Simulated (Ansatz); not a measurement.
For baddeleyite TiO2 (model structure), LDA (Ansatz, an electronic-structure program, PAW) gives:

```
Quantity                              Value
---------------------------  --------------
equilibrium volume per atom    9.26 Å³/atom
enthalpy of formation        -3.410 eV/atom
```

Question: What does r²SCAN in Ansatz (PAW) give for the same quantities?

Answer: 
- equilibrium volume per atom: 9.67 Å³/atom (grows by 4.4 %)
- formation enthalpy: -3.291 eV/atom (moves by +0.119 eV/atom)

Changes are worked out from the printed values.

Unless a cell is named, each level is at its own relaxed cell (LDA 9.26, r²SCAN 9.67 Å³/atom).

Ansatz's density-functional and Hartree–Fock values are scalar-relativistic unless marked +SOC, with PAW data made under PBE.

A model structure was made by putting elements into a prototype or built by hand; it is no filed structure, need not be a known phase, and can be a saddle point held by its symmetry.
